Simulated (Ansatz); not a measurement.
Na2Te: isotropic strain −1.50 %

Take Na₂Te in the anti-fluorite structure (space group Fm-3m, No. 225; a = 7.246 Å) as the base.

One thing is altered: the cell is scaled by 0.9850 in all directions; the atoms relax in the strained cell.

Calculations: PBEsol (Ansatz, a program for electronic structure, PAW, scalar-relativistic without spin-orbit coupling). Γ-centred 8×8×8 mesh, Fermi–Dirac width 0.05 eV.

The volume per atom drops by 1.405 Å³, from 31.70 Å³ to 30.30 Å³ and the space group is still Fm-3m (No. 225). The energy grows by 4.3 meV/atom and the pressure grows by 1.01 GPa, from 0.01 GPa to 1.02 GPa. The band gap rises by 0.12 eV to 2.14 eV and the gap character is still direct at Γ. The mean gap deformation potential ΔEg/Δln V is -2.6 eV and the width of the top valence band goes up by 0.05 eV, from 0.75 eV to 0.80 eV. The electron mass is still 0.21 mₑ (at Γ) and the hole mass (degenerate bands, along [100]) goes from 0.28, 1.6, 1.6 mₑ (at Γ) to 0.28, 1.5, 1.5 mₑ (at Γ). The valley order (the lowest conduction-band minima on the path, energy above the VBM, named in the base's zone) goes from Γ 2.02 eV; X along ⟨100⟩ 2.94 eV to Γ 2.14 eV; X along ⟨100⟩ 2.92 eV.

With Te present, leaving out spin-orbit coupling can change the band edges. Masses are band curvatures over ±0.01 Å⁻¹ around the edge. Whether these cells are dynamically stable was not tested.
